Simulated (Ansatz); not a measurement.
The parent structure is MgO in the rock salt structure (space group Fm-3m, No. 225; a = 4.2141 Å).

Structures relaxed with plane-wave PAW DFT at the PBEsol level (Ansatz, a first-principles code, 420 eV), no spin-orbit coupling.

Base:

Simulated powder pattern, Cu Kα1, λ = 1.54056 Å (kinematic, ideal powder, no thermal factors, no anomalous dispersion; the 8 strongest lines at most, above 2 %, up to 2θ = 90°):

```csv
2θ (°),I/Imax (%),hkl
36.91,10,(111)
42.89,100,(200)
62.26,56,(220)
74.64,6.9,(311)
78.57,17,(222)
```

After one change:

Simulated powder pattern, Cu Kα1, λ = 1.54056 Å (kinematic, ideal powder, no thermal factors, no anomalous dispersion; the 8 strongest lines at most, above 2 %, up to 2θ = 90°):

```tsv
2θ (°)	I/Imax (%)
37.70	11
43.81	100
63.68	55
76.43	7.0
80.50	16
```

Q: Name the change that was made.
A) isotropic strain +1.00 %
B) isotropic strain −0.50 %
C) isotropic strain −2.00 %
D) isotropic strain −1.50 %

A: C, isotropic strain −2.00 %. Its volume per atom is 8.80 Å³ against 9.35 Å³, and its space group is Fm-3m (No. 225).

Stability against distortions was not tested.
